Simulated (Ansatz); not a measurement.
Start from BaSi₂ (space group P-3m1, No. 164; a cell from a computed database, its experimental status unchecked; relaxed with 0.1 eV smearing).

```yaml
crystal:
  lattice:
    - [4.03735, 0.00000, 0.00000]
    - [-2.01868, 3.49645, 0.00000]
    - [0.00000, 0.00000, 5.19482]
  atoms:
    - { symbol: Ba, position: [0.00000, 0.00000, 0.00000] }
    - { symbol: Si, position: [0.66667, 0.33333, 0.55837] }
    - { symbol: Si, position: [0.33333, 0.66667, 0.44163] }
```

Cartesian axes are those of the cell as printed.

All numbers come from Kohn–Sham DFT with the PBEsol functional, run in Ansatz (an electronic-structure program) with PAW and 420 eV plane waves, no SOC.

The change: uniaxial strain ε_zz = −2.03 %, all other strain components held at zero; the atoms relax in the strained cell.

Predict the stress tensor and what it implies for the stiffness.

Stress of the strained cell less that of the base (GPa, compression positive):
```
    0.7     0.0     0.0
    0.0     0.7     0.0
    0.0     0.0     1.6
```

Then −Δσ_ii/ε with ε = -0.0203 gives secant stiffness values (nonlinear terms included at this strain): C33 ≈ 81 GPa, C13 ≈ 35 GPa and C23 ≈ 35 GPa.

No phonon test of stability was made. All final runs are without spin polarisation.
